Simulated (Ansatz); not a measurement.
Consider the following.

```
CELL_PARAMETERS angstrom
      3.24522     0.00000     0.00000
     -1.62261     2.81044     0.00000
      0.00000     0.00000     5.23941
ATOMIC_POSITIONS crystal
  Zn 0.66667 0.33333 0.50069
  Zn 0.33333 0.66667 0.00069
  O  0.66667 0.33333 0.87962
  O  0.33333 0.66667 0.37962
```

These are PBEsol with spin-orbit coupling, rigid bands (plane waves, PAW; Ansatz, a first-principles code) values and carry that method's errors. Condition of this run: hydrostatic pressure -2 GPa (the target of the relaxation). Geometry: cell and atoms relaxed with PBEsol, then loaded as said.

Q: What conductivity effective mass do dilute holes have at 300 K?

A: 1.87 (x), 1.87 (y), 2.8 (z) mₑ.

Q: Predict the electron conductivity mass (n e² τ/σ) at 300 K, by direction if it differs.

A: 0.150 mₑ.

Q: And the band gap?

A: 0.67 eV at this level; semilocal functionals usually fall short of the measured gap.

Rigid bands, one relaxation time for all states, no polarons.
